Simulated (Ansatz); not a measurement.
# BaTiO3 under a change: pressure −2 GPa

Take BaTiO3 (space group P4mm, No. 99; a = 3.9728 Å, c = 4.1123 Å) as the base.

Perturbation: hydrostatic tension (pressure −2 GPa).

Level of theory: Kohn–Sham DFT with the r2SCAN functional, run in Ansatz (a first-principles code) with PAW and 500 eV plane waves, no SOC, earlier PAW set. k-mesh 8×8×8 (Γ-centred); smearing 0.05 eV (Fermi–Dirac).

| quantity | base | changed | shift |
|---|---|---|---|
| density | 5.97 g/cm³ | 5.85 g/cm³ | -0.113 g/cm³ |
| c/a ratio | 1.035 | 1.050 | +0.015 |
| shortest interatomic distance | 1.822 Å | 1.809 Å | -0.013 Å |
| enthalpy H = E + PV relative to the base's energy | – | -0.16 eV/atom | – |
| band gap | 2.23 eV | 2.22 eV | -0.016 eV |
| gap character | indirect, A → Γ | indirect, A → Γ | – |
| smallest direct gap | 2.70 eV | 2.76 eV | +0.055 eV |
| mean gap deformation potential ΔEg/Δln V | – | -0.8 eV | – |
| width of the top valence band | 1.30 eV | 1.39 eV | +0.09 eV |

Final structure:

```
BaTiO3
1.0
    3.97966     0.00000     0.00000
    0.00000     3.97966     0.00000
    0.00000     0.00000     4.17743
Ti Ba O
1 1 3
Direct
  0.50000   0.50000   0.45657
  0.00000   0.00000   0.93794
  0.50000   0.50000   0.88957
  0.50000   0.00000   0.41096
  0.00000   0.50000   0.41096
```

Load acts through the strain it causes; cell and atoms are relaxed under it. Whether these cells are dynamically stable was not tested. All final runs are without spin polarisation.
